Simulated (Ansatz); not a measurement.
Base system: SnSe$_{2}$ in the rutile structure (space group P4_2/mnm, No. 136; a = 6.4151 Å, c = 3.9945 Å; a hypothetical phase, not in the database extracts checked). Axes: x, y, z lie along a, b, c of the conventional cell.

Computed with Kohn–Sham DFT with the PBEsol functional, run in Ansatz (a first-principles code) with PAW and 420 eV plane waves, no SOC.

Before the change:

```
Quantity            Value
---------------  --------
Volume per atom  27.40 Å³
```

Modification: tensile biaxial strain of 1.30 % in the plane normal to [001], as in epitaxy on a mismatched substrate; the out-of-plane cell vector and the atoms relax.

**Question.** How does this affect the volume per atom?

**Answer.** The volume per atom rises by 0.39 Å³, from 27.40 Å³ to 27.79 Å³.

No phonon test of stability was made. The final runs are not spin-polarised.
